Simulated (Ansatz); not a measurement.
Take InP in the zinc blende structure (space group F-43m, No. 216; a = 5.9073 Å) as the base. Axes: x, y, z lie along the cube axes.

Calculations: plane-wave PAW DFT at the r2SCAN level (Ansatz, a quantum-chemistry and plane-wave program, 500 eV), spin-orbit coupling left out, earlier PAW set.

A first run, uniaxial strain ε_xx = +1.56 %, gives secant values C11 ≈ 96 GPa and C12 ≈ 50 GPa from its stress. A second run applies isotropic strain −2.32 %.

Question: What does linear elasticity predict for the bulk modulus −ΔP/(ΔV/V₀) in the second run, and what does the run give?

Answer: Linear elasticity: (C11 + 2 C12)/3 = 65 GPa. The run gives 83 GPa; any difference comes from nonlinear terms at these strains and numerical noise.

Whether these cells are dynamically stable was not tested.
